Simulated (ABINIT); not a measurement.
ABINIT run on CaGa2 (P6/mmm, 3 atoms in the cell): self-consistent single point.

Method: PBEsol, PAW (JTH v2.0 PBE PAW, files made for PBE) (plane waves; ABINIT).

The change in words: lattice scaled by 0.98. Reference geometry:
```
CELL_PARAMETERS angstrom
      4.23886     0.00000     0.00000
     -2.11943     3.67096     0.00000
      0.00000     0.00000     4.41641
ATOMIC_POSITIONS crystal
  Ca 0.00000 0.00000 0.00000
  Ga 0.33333 0.66667 0.50000
  Ga 0.66667 0.33333 0.50000
```

Reference input (self-consistent single point, DFT, PBEsol, plane waves, PAW (JTH v2.0 PBE PAW, files made for PBE)): pseudos = [Ca.GGA_PBE-JTH.xml, Ga.GGA_PBE-JTH.xml]; ecut = 40 Ry; pawecutdg = 80 Ry; ixc = -116133; occopt = 3; tsmear = 0.00367493 Ha; ngkpt = 7 7 6; nshiftk = 1; shiftk = 0 0 0; potentials = JTH v2.0 PBE PAW; nband = 24; kptopt = 1. This run's input differs from it in these lines:

```diff
@@ -3,6 +3,6 @@
 pseudos "Ca.GGA_PBE-JTH.xml, Ga.GGA_PBE-JTH.xml"
-acell 8.0102839972 8.0102839972 8.3458053541
+acell 7.8500787244 7.8500787244 8.1788896249
 rprim
-         1.0000000000    0.0000000140    0.0000000000
-        -0.5000000121    0.8660253968    0.0000000000
+         1.0000000000   -0.0000000470    0.0000000000
+        -0.4999999593    0.8660254273    0.0000000000
          0.0000000000    0.0000000000    1.0000000000
@@ -14,4 +14,4 @@
          0.0000000000    0.0000000000    0.0000000000
-        -0.0000000343    2.4473068144    2.2082050000
-         2.1194298550    1.2236534369    2.2082050000
+         0.0000001128    2.3983608025    2.1640410000
+         2.0770414388    1.1991803035    2.1640410000
       Angstrom
```

Output (repeated stretches shortened):

```
--- !BeginCycle
solver: {iscf: 17, nstep: 100, nline: 4, wfoptalg: 10, }
tolerances: {tolvrs: 1.00E-12, }
...

     iter   Etot(hartree)      deltaE(h)  residm     nres2
 ETOT  1  -194.89103020847    -1.949E+02 4.172E-01 2.906E+00
 ETOT  2  -195.16802369460    -2.770E-01 2.417E-02 5.509E-01
 ETOT  3  -195.16670592553     1.318E-03 5.144E-03 8.727E-02
 ETOT  4  -195.16663950016     6.643E-05 5.205E-03 9.024E-03
 ETOT  5  -195.16662798202     1.152E-05 5.385E-03 1.978E-03
   [... 5 lines left out ...]
 ETOT 11  -195.16662717814    -3.996E-11 1.448E-04 1.554E-10
 ETOT 12  -195.16662717814    -4.434E-12 6.713E-05 1.096E-11
 ETOT 13  -195.16662717814     7.105E-13 1.318E-04 1.187E-12
 ETOT 14  -195.16662717814     1.393E-12 5.776E-05 1.147E-13
 At SCF step   14       nres2   =  1.15E-13 < tolvrs=  1.00E-12 =>converged.

 Cartesian components of stress tensor (hartree/bohr^3)
  sigma(1 1)= -1.12565188E-04  sigma(3 2)=  0.00000000E+00
  sigma(2 2)= -1.12565188E-04  sigma(3 1)=  0.00000000E+00
  sigma(3 3)= -2.08470850E-05  sigma(2 1)=  4.38094743E-14

 ----iterations are completed or convergence reached----

 reduced coordinates (array xred) for    3 atoms
       0.000000000000      0.000000000000      0.000000000000
       0.333333333333      0.666666666667      0.500000000000
       0.666666666667      0.333333333333      0.500000000000
 cartesian forces (eV/Angstrom) at end:
    1     -0.00000000000000    -0.00000000000000    -0.00000000000000
    2      0.00000000000000    -0.00000000000000    -0.00000000000000
   [... lines left out ...]
 Fermi (or HOMO) energy (hartree) =   0.19495   Average Vxc (hartree)=  -0.35254
   [... lines left out ...]
'-kT*entropy'       : -1.84772807060086E-03
total_energy        : -1.95166627133841E+02
total_energy_eV     : -5.31075400760045E+03
...

-Cartesian components of stress tensor (GPa)         [Pressure=  2.4123E+00 GPa]
- sigma(1 1)= -3.31178161E+00  sigma(3 2)=  0.00000000E+00
- sigma(2 2)= -3.31178162E+00  sigma(3 1)=  0.00000000E+00
- sigma(3 3)= -6.13342314E-01  sigma(2 1)=  1.28891902E-09

 Calculation completed.
```

The run converged in 14 iterations. 

The starting cell comes from a database of computed structures (which also holds hypothetical and non-ambient phases and stackings), without a prior relaxation at this level. For this run, on top of that: lattice scaled by 0.98. The potentials were made for another functional than the one used.

These are the values that this program gave, and no reference: the one-centre exchange-correlation terms come from a truncated expansion.

Cost on one core of a shared machine: roughly 50 s.
